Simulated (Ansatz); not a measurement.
## PbF2, pressure series

Take PbF2 in the fluorite structure (space group Fm-3m, No. 225; a = 6.001 Å) as the base.

Cell and atoms are relaxed at each pressure.

Method: plane-wave PAW DFT at the PBE level (Ansatz, a program for electronic structure, 420 eV), scalar-relativistic without spin-orbit coupling, earlier PAW set.

Candidates:
(a) pressure 30 GPa
(b) pressure 22.5 GPa
(c) pressure 2.1 GPa
(d) pressure 15 GPa

For the base:

| Property | Result |
|---|---|
| Band gap | 4.43 eV |

Q: Order them by band gap, highest first.

A: (c) pressure 2.1 GPa (4.43 eV), (d) pressure 15 GPa (4.37 eV), (b) pressure 22.5 GPa (4.32 eV), (a) pressure 30 GPa (4.26 eV)

With Pb present, leaving out spin-orbit coupling can change the band edges. Load acts through the strain it causes; cell and atoms are relaxed under it. No phonon test of stability was made. No other phases were tried under pressure.
